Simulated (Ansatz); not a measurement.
Input and output of a self-consistent single point for LaPt3 (P4mm, 4 atoms in the cell) (Ansatz, a program for electronic structure).

Method: LDA (PW92), default PAW files made with PBE (plane waves; Ansatz).

```xyz
4
Lattice="4.1934 0.0000 0.0000 0.0000 4.1934 0.0000 0.0000 0.0000 4.1934" Properties=species:S:1:pos:R:3 pbc="T T T"
La     0.0000     0.0000     0.0500
Pt     0.0000     2.0967     2.0967
Pt     2.0967     0.0000     2.0967
Pt     2.0967     2.0967     0.0000
```

Reference input (self-consistent single point, DFT, LDA (PW92), plane waves, default PAW files made with PBE): basis.ecutwfc = 30.9 Ry; kpoints.mp_grid.grid = 8 8 8; hamiltonian.xc = lda; hamiltonian.pseudopotentials = {kind: paw} (the program's default PAW files); scf.occupations.method = gaussian; scf.occupations.width = 0.0073 Ry. This run's input differs from it in these lines:

Ansatz 0.2 input:
```diff
@@ -14,3 +14,3 @@
 kpoints:
-  mp_grid: { grid: [8, 8, 8] }
+  mp_grid: { grid: [11, 11, 11] }
 hamiltonian:
@@ -19,3 +19,3 @@
 scf:
-  occupations: { method: gaussian, width: 0.0073 Ry }
+  occupations: { method: gaussian, width: 0.0037 Ry }
 output:
```

Output, abridged:

```
SCF iter   1: F=—  HF=-42814.317463 eV  |F-HF|=—  |Δ(HF+E_count)|=         —  Δρ=6.66e-3  dr2=2.28e-2  ethr=1.77e-3  ⟨swp⟩=4.9  Hψ=18150  notcnv=0
all-band conjugate gradients solve this SCF's bands
preconditioner: auto → Kerker (q_TF=auto, 2.672 Å⁻¹)
SCF iter   2: F=—  HF=-42814.313072 eV  |F-HF|=—  |Δ(HF+E_count)|=   4.39e-3  Δρ=3.26e-3  dr2=4.72e-3  ethr=3.51e-5  ⟨swp⟩=2.2  Hψ=8768  notcnv=0  defer=209
SCF iter   3: F=—  HF=-42814.312114 eV  |F-HF|=—  |Δ(HF+E_count)|=   9.58e-4  Δρ=3.97e-4  dr2=8.13e-5  ethr=7.26e-6  ⟨swp⟩=2.1  Hψ=8022  notcnv=0  defer=210
SCF iter   4: F=—  HF=-42814.312096 eV  |F-HF|=—  |Δ(HF+E_count)|=   1.77e-5  Δρ=7.59e-5  dr2=9.06e-6  ethr=1.25e-7  ⟨swp⟩=2.0  Hψ=8356  notcnv=0  defer=210
SCF iter   5: F=—  HF=-42814.312094 eV  |F-HF|=—  |Δ(HF+E_count)|=   2.54e-6  Δρ=2.26e-5  dr2=5.29e-7  ethr=1.39e-8  ⟨swp⟩=2.0  Hψ=7789  notcnv=0  defer=211
SCF iter   6: F=-42814.312093 eV  HF=-42814.312093 eV  |F-HF|=2.10e-8  |Δ(HF+E_count)|=   1.50e-7  Δρ=5.08e-6  dr2=3.28e-8  ethr=1.54e-10  ⟨swp⟩=10.4  Hψ=22399  notcnv=0
SCF 1 converged in 6 iterations: F = -42814.312093 eV  dr2 = 3.28e-8
Free energy (F): -42814.312093 eV
Internal energy: -42814.308896 eV  (E = F + TS)
E sigma→0 (E₀):  -42814.310495 eV
Entropy (-TS):   -0.003197 eV (-0.799 meV/atom)
Fermi energy:    18.909213 eV
--- Forces (eV/Å), atoms counted from 1 ---
  atom   1  La     0.00000000     0.00000000    -0.44369354
  atom   2  Pt     0.00000000     0.00000000     0.22356411
  atom   3  Pt     0.00000000     0.00000000     0.22356411
  atom   4  Pt    -0.00000000     0.00000000    -0.00343443
--- Stress (GPa, compression-positive) ---
       -6.418390       0.000000       0.000000
        0.000000      -6.418390       0.000000
        0.000000       0.000000      -6.419882
  P = ⅓ Tr σ = -6.4189 GPa (-64.189 kbar)
  The stress holds the Pulay correction. Without it, at fixed plane waves, as pw.x and ABINIT print it: P = -6.4458 GPa
```

The run converged in 6 iterations. Against the reference run the free energy goes up by 2.3 meV/atom, the pressure hardly changes (-6.39 to -6.42 GPa) and the largest force moves little (0.441 to 0.444 eV/Å).

The starting cell comes from a database of computed structures (which also holds hypothetical and non-ambient phases and stackings), without a prior relaxation at this level. Its lattice was rescaled by up to half a per cent. One atom was moved a little off its site on purpose. Spin polarisation is off. With a pressure of about -6 GPa the cell is away from its equilibrium volume at this level. Ansatz's pressure includes its estimate of the finite-basis (Pulay) stress.

Cost on one core of a shared machine: roughly 30 s.
